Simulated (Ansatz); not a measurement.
Given:

```yaml
crystal:
  lattice:
    - [0.00000, 2.71687, 2.71687]
    - [2.71687, 0.00000, 2.71687]
    - [2.71687, 2.71687, 0.00000]
  atoms:
    - { symbol: Si, position: [0.00000, 0.00000, 0.00000] }
    - { symbol: Si, position: [0.25000, 0.25000, 0.25000] }
```

No spin polarisation.

Computed with PBEsol, PAW, 420 eV (Ansatz, an electronic-structure program; no spin-orbit coupling). k-mesh 11×11×11 (Γ-centred); smearing 0.05 eV (Fermi–Dirac).

Q: Predict the band gap, width of the top valence band and electron mass.

A: 
* **Band gap**: 0.47 eV
* **Width of the top valence band**: 3.90 eV
* **Electron mass**: 0.93 mₑ along k, 0.19 mₑ across (off the special points)

Effective masses come from finite differences of ±0.01 Å⁻¹. Along k means along the line from Γ to the band edge. Whether these cells are dynamically stable was not tested. The cell was made from C by this change: C → Si.
